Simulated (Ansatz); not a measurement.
**S interstitial (bcc W host)**

Computed with PBE, PAW (plane waves to 420 eV; Ansatz, a first-principles code). Details: 54-site cell; 4×4×4 shifted k-points; start: void with 4W nearest; no spin–orbit coupling; energies good to tenths of an eV; the relaxation kept the symmetry of the starting site; relaxed from one start, so a lower configuration may exist.

Neighbours after relaxation, in Å: of the S atom: W 2.17, W 2.17, W 2.17, W 2.17.

Formation energies E_f are those of the neutral cell. Chemical conditions: impurity bounded by its compound with the host (Δμ(S) = -1.26 eV, bounded by bulk 2H WS2; only phases computed here count, gases as isolated molecules at 0 K). Reference phases: S: S8 molecule in a box.

The name describes the start; the neighbours show where the added atom ended.

| charge | moment (μB) | point group | largest move off a lattice site (Å) | E_f, impurity bounded by its compound with the host (eV) |
|---|---|---|---|---|
| 0 | not spin-polarised | D2d | 0.40 | 7.10 |

Point groups are those of the whole cell at tolerances of 0.03 and 0.1 Å ("near" where only the looser one holds); none is given for unsettled states.
